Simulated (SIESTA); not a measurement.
Band structure of Mo3Os (Pm-3n, 8 atoms in the cell).

```xyz
8
Lattice="4.9763 0.0000 0.0000 0.0000 4.9763 0.0000 0.0000 0.0000 4.9763" Properties=species:S:1:pos:R:3 pbc="T T T"
Mo     1.2441     0.0000     2.4881
Mo     3.7322     0.0000     2.4881
Mo     2.4881     3.7322     0.0000
Mo     2.4881     1.2441     0.0000
Mo     0.0000     2.4881     3.7322
Mo     0.0000     2.4881     1.2441
Os     0.0000     0.0000     0.0000
Os     2.4881     2.4881     2.4881
```

Computed with LDA PW92, numerical atomic orbitals TZP, PseudoDojo LDA standard norm-conserving potentials (rewritten from UPF to PSML) (SIESTA).

Settings: XC.functional = LDA; XC.authors = PW92; potentials = PseudoDojo LDA standard; PAO.BasisSize = TZP; PAO.EnergyShift = 0.01 Ry; MeshCutoff = 350 Ry; kgrid.MonkhorstPack = 5 5 5; OccupationFunction = MP; OccupationMPOrder = 0; ElectronicTemperature = 200 meV; MaxSCFIterations = 150; SCF.Mixer.Method = Pulay; SCF.Mixer.Weight = 0.2; SCF.Mixer.History = 6.

The starting cell comes from a database of computed structures (which also holds hypothetical and non-ambient phases and stackings), without a prior relaxation at this level. Spin-orbit coupling is off. Spin polarisation is off. Values carry the incompleteness of an atom-centred basis.

Levels in eV from the Fermi level, bands 55 to 60:
```
point     55     56     57     58     59     60
-----  -----  -----  -----  -----  -----  -----
Γ      -1.33  -1.33  -1.33   0.46   0.46   0.46
X      -0.97  -0.97  -0.18  -0.18  -0.14  -0.14
M      -1.17  -0.38  -0.38  -0.04   0.24   0.78
R      -1.29  -1.29   0.56   0.56   0.56   0.56
```

Bands cross the Fermi level along this path, so the cell is metallic at this level.

Higher empty bands are left out: an atom-centred basis made for the valence describes them poorly.
